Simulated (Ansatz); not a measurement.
The parent structure is SiO2 in the rutile structure (space group P4_2/mnm, No. 136; a = 4.195 Å, c = 2.678 Å).

Modification: an isotropic linear strain of +3.00 %, atoms relaxed at fixed cell.

Level of theory: PBEsol/PAW in Ansatz (a first-principles code), spin-orbit coupling left out.

Base, band edges from the VBM (valence, conduction): A -1.55, 6.97; M -2.27, 7.19; R -1.76, 8.57; X -1.07, 7.50; Z -2.67, 8.87; Γ 0.00, 5.35 eV.

**Question.** Give the band edges at the high-symmetry points of the new zone, measured from its valence-band maximum.

**Answer.** 
```csv
point,valence edge (eV),conduction edge (eV)
Γ,0.00,4.00
X,-1.00,6.36
M,-1.96,6.08
Z,-2.40,7.82
R,-1.53,7.77
A,-1.32,6.21
```

The gap is 4.00 eV, direct at Γ.

Whether these cells are dynamically stable was not tested.
